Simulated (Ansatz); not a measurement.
A thermal frame of Li(110) slab, cut from bcc Li, cell Li48, with vacuum along z, from MD with PBE at 300 K. Calculation: PBE (plane waves, PAW; Ansatz, an electronic-structure program).

```yaml
plane_wave_cutoff: 420 eV
k-points: 2x2x1 mesh shifted by half a step in the plane
Fermi-Dirac width: 0.086 eV
spin: not polarised; no spin-orbit coupling
```

A check of the k-sampling: on the last frame of the same run a denser mesh moved the PBE forces by 0.010 eV/Å rms and the free energy by -3 meV/atom.

```xyz
48
Lattice="9.8685 0.0000 0.0000 0.0000 10.4671 0.0000 0.0000 0.0000 19.4014" Properties=species:S:1:pos:R:3 pbc="T T T"
Li    -0.1830     3.3428     6.0888
Li     1.8498     1.5758     7.4482
Li     2.2299     3.5366     9.1081
Li    -0.7143     1.6603     8.8730
Li    -1.2435     3.1628    11.0807
Li     1.8643     1.4646    11.3052
Li     1.9748     2.9821    13.7629
Li    -0.4964     1.2887    13.1383
Li    -0.7058     6.8594     6.6827
Li     2.1468     5.4494     7.0494
Li     1.9046     6.9840     9.0412
Li    -0.5947     4.7000     8.5763
Li    -0.7348     6.9032    11.4173
Li     1.2800     4.8710    11.1271
Li     1.7405     6.6982    13.4345
Li    -0.6257     4.6432    13.6713
Li    -0.6080     9.9838     6.3601
Li     1.7880     8.2073     6.5127
Li     1.5101     9.9333     8.8997
Li    -0.7365     8.1424     8.8319
Li    -0.7532     9.9635    11.3769
Li     1.8561     8.7545    11.7033
Li     2.1550     9.8281    14.1283
Li    -0.6656     8.4278    13.6821
Li     4.3647     3.2945     6.8795
Li     6.9925     1.4110     6.4467
Li     6.2457     3.1910     9.0083
Li     4.1155     1.0499     8.6878
Li     4.1569     3.0387    11.0074
Li     6.5169     1.2872    11.0197
Li     6.5307     2.9826    13.5057
Li     4.2629     0.8148    13.0127
Li     4.7670     6.7308     6.2087
Li     7.0566     4.7433     6.6176
Li     6.7170     6.6596     8.7947
Li     4.4078     5.2018     9.0032
Li     3.9171     6.7755    11.0319
Li     6.6127     5.1650    11.2886
Li     6.8311     6.7580    13.6977
Li     4.3415     5.0533    13.1576
Li     4.1890    10.6417     6.2134
Li     6.5148     8.7971     6.1647
Li     6.6995    10.1959     8.8248
Li     4.0996     8.4919     8.2771
Li     4.0733     9.8235    10.7284
Li     6.5060     8.6132    11.0916
Li     6.9848    10.0796    13.5447
Li     4.3762     8.3213    13.4448
```

Q: Give the forces on all atoms (eV/Å).

A: 
| atom | Fx Fy Fz |
|---|---|
| Li1 | 0.075 -0.072 0.051 |
| Li2 | -0.213 0.093 -0.429 |
| Li3 | -0.153 -0.134 -0.107 |
| Li4 | -0.020 -0.143 -0.128 |
| Li5 | 0.173 0.104 0.209 |
| Li6 | -0.235 -0.109 -0.185 |
| Li7 | 0.146 0.065 -0.093 |
| Li8 | 0.078 0.229 0.323 |
| Li9 | -0.113 -0.224 -0.371 |
| Li10 | -0.125 -0.323 -0.245 |
| Li11 | -0.253 -0.001 0.411 |
| Li12 | 0.031 0.103 0.218 |
| Li13 | -0.070 -0.145 -0.101 |
| Li14 | 0.123 -0.001 0.305 |
| Li15 | 0.043 -0.196 0.128 |
| Li16 | -0.084 0.081 -0.129 |
| Li17 | 0.133 0.150 0.198 |
| Li18 | 0.251 0.330 -0.117 |
| Li19 | -0.016 -0.141 0.198 |
| Li20 | -0.037 0.321 0.201 |
| Li21 | -0.069 -0.043 -0.526 |
| Li22 | -0.245 -0.015 -0.202 |
| Li23 | -0.395 0.228 0.093 |
| Li24 | 0.235 -0.040 0.176 |
| Li25 | -0.091 0.006 -0.183 |
| Li26 | -0.043 0.240 0.128 |
| Li27 | 0.309 -0.091 -0.133 |
| Li28 | 0.230 0.210 0.334 |
| Li29 | 0.152 0.138 0.196 |
| Li30 | -0.001 -0.083 0.275 |
| Li31 | 0.035 -0.015 -0.077 |
| Li32 | 0.086 0.221 -0.009 |
| Li33 | -0.204 -0.274 0.071 |
| Li34 | -0.083 -0.013 -0.011 |
| Li35 | -0.003 0.131 -0.092 |
| Li36 | -0.104 0.108 -0.210 |
| Li37 | 0.053 0.080 0.066 |
| Li38 | 0.005 -0.003 -0.013 |
| Li39 | 0.031 -0.093 -0.089 |
| Li40 | -0.134 -0.111 0.031 |
| Li41 | -0.096 -0.185 -0.182 |
| Li42 | 0.257 0.013 0.188 |
| Li43 | 0.141 -0.134 -0.319 |
| Li44 | 0.215 -0.027 0.045 |
| Li45 | 0.036 0.077 0.039 |
| Li46 | 0.028 -0.305 0.178 |
| Li47 | -0.238 0.120 -0.016 |
| Li48 | 0.158 -0.127 -0.096 |
